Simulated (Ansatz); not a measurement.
System: TaN (model structure, started from the NbAs type, I4₁md, No. 109, 4 atoms in the cell). Method: PBEsol (PAW; Ansatz, a program for electronic structure).

Run with plane-wave cutoff 520 eV, 18×18×18 k mesh, Fermi–Dirac smearing 0.01 eV, scalar-relativistic PAW data made under PBE.

Cell (relaxed at this level):

TaN is taken in the tetragonal space group I4₁md (No. 109), Pearson symbol tI8. Lattice parameters: a = b = 2.8882 Å, c = 10.1959 Å, α = β = γ = 90.00°. Ta on 4a is coordinated by 6 N at 2.206–2.243 Å (trigonal prismatic). N on 4a is coordinated by 6 Ta at 2.206–2.243 Å (trigonal prismatic). (Neighbours: up to the widest gap in distance over summed covalent radii, below 1.35, at either atom; cation-cation and far metal-metal contacts left out.)
(The calculation used a cell of 4 atoms; values per cell refer to that cell.)

Problem. Estimate the band gap, direct gap at Γ and bulk modulus that the calculation returns.

Solution. 
- band gap = 0.61 eV (on the SCF k mesh)
- direct gap at Γ = 4.98 eV
- bulk modulus = 362 GPa

Note: the bulk modulus is −V dP/dV from two relaxed cells at ±2 % in volume; the relaxation could raise the start's symmetry but not lower it, so the cell can be a saddle point.

Spin–orbit coupling is not included.

Static lattice: no zero-point or thermal effects.

Cost on a shared machine: about 4 core-minutes (a rough figure).

A model structure was made by putting elements into a prototype or built by hand; it is no filed structure, need not be a known phase, and can be a saddle point held by its symmetry.
